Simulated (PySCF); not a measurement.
PySCF 2.14.0, CCSD (frozen core)/cc-pvdz: F[SiH2]C1=N[SiH2]C1, 12 atoms. The geometry is a generated start, not checked to be a minimum at this level.

```json
{
 "task": "ccsd",
 "basis": "cc-pvdz",
 "two_electron_scheme": "exact four-centre integrals",
 "frozen_core": "true",
 "mf.init_guess": "minao (default)",
 "mf.DIIS": "CDIIS (default)",
 "mf.diis_space": "8 (default)",
 "mf.conv_tol": "1e-09 (default)",
 "basis functions (reference run)": "122"
}
```

On 4 threads, 1 BLAS thread. Build: conda-forge: OpenMP (GNU), OpenBLAS with its own threads, libcint, Libxc. One run each, on a shared machine, so no times are given.

Values of mol.max_memory tried: 8000 MB, 4000 MB, 2000 MB, 1000 MB, 500 MB, 300 MB, 200 MB.

Question: What happens as the memory setting falls?

Answer: It runs down to 200 MB, the lowest tried, with the same result. At 8000 MB: SCF integrals in memory, transformation in memory. From 1000 MB down: SCF integrals in memory, transformation through a file. From 300 MB down: direct SCF, transformation through a file.

```tsv
mol.max_memory	path	peak memory
8000 MB	SCF integrals in memory, transformation in memory	1.2 GiB
4000 MB	SCF integrals in memory, transformation in memory	1.2 GiB
2000 MB	SCF integrals in memory, transformation in memory	1.2 GiB
1000 MB	SCF integrals in memory, transformation through a file	1.4 GiB
500 MB	SCF integrals in memory, transformation through a file	1.4 GiB
300 MB	direct SCF, transformation through a file	1.2 GiB
200 MB	direct SCF, transformation through a file	1.2 GiB
```

Peak memory is the kernel's count for the largest process, libraries included and scratch files not. The peak passes the setting at 1000 MB, 500 MB, 300 MB, 200 MB: it is no hard cap.
